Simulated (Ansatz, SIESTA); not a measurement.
Code comparison for NaFeO3 (P1, 5 atoms in the cell)

Self-consistent single point, at a second geometry (atoms moved at random). First geometry:

```
CELL_PARAMETERS angstrom
      3.74927     0.00000     0.00000
      0.00000     3.74927     0.00000
      0.00000     0.00000     3.74927
ATOMIC_POSITIONS crystal
  Na 0.00000 0.00000 0.00000
  Fe 0.50000 0.50000 0.50000
  O  0.50000 0.50000 0.00000
  O  0.00000 0.50000 0.50000
  O  0.50000 0.00000 0.50000
```
Moments meant for the start (each program seeds them in its own way; μB, in the order of the atoms Na Fe O O O): 0.0 4.0 0.0 0.0 0.0.

Second geometry:
```
NaFeO3
1.0
    3.74927     0.00000     0.00000
    0.00000     3.74927     0.00000
    0.00000     0.00000     3.74927
Na Fe O
1 1 3
Direct
  0.00901   0.01389   0.99481
  0.50874   0.49343   0.49929
  0.49281   0.51426   0.99466
  0.00313   0.48683   0.51696
  0.48631   0.99159   0.49428
```
Moments meant for the start (each program seeds them in its own way; μB, in the order of the atoms Na Fe O O O): 0.0 4.0 0.0 0.0 0.0.

Shared settings, as Ansatz (a first-principles code) writes them: kpoints.mp_grid.grid = 9 9 9; scf.occupations.method = gaussian; scf.occupations.width = 0.05 eV. Potentials and cutoffs stand in the table.

| code | model | ΔF from the first geometry (meV/atom) | pressure (GPa) | largest force (eV/Å) | size of the net moment (μB/atom) | cutoff |
|---|---|---|---|---|---|---|
| SIESTA | GGA PBEsol, numerical atomic orbitals DZP, PseudoDojo PBEsol standard norm-conserving potentials (rewritten from UPF to PSML) | 6.1 | -8.13 | 0.470 | 0.79 | grid 400 Ry |
| Ansatz | PBEsol, PAW files made with PBE | 7.6 | -8.38 | 0.536 | 0.78 | 420 eV |

Size of the force on each atom (eV/Å): Sizes of forces hide their directions.

```csv
code,Na1,Fe2,O3,O4,O5
SIESTA,0.115,0.177,0.443,0.470,0.365
Ansatz,0.122,0.106,0.478,0.536,0.393
```

On Ansatz's run: the magnetic order is the one reached from the typed start; others were not searched systematically.

The spread over the programs that give each value: ΔF from the first geometry within 1.5 meV/atom; pressure within 0.25 GPa; largest force within 0.066 eV/Å; size of the net moment within 0.01 μB/atom.

SIESTA uses small atom-centred bases, whose incompleteness enters pressures, forces and empty levels differently from a plane-wave cutoff. Ansatz's pressure is given at a fixed set of plane waves, as the other plane-wave codes print theirs; with its correction for the finite basis it is -7.87 GPa (the shift of 0.51 GPa shows how far the cutoff is from converged).

The starting cell comes from a database of computed structures (which also holds hypothetical and non-ambient phases and stackings), without a prior relaxation at this level. Its lattice was rescaled by a random factor within 2.5 % of one. For this run, on top of that: atoms moved at random.

Keys are those of Ansatz 0.2.
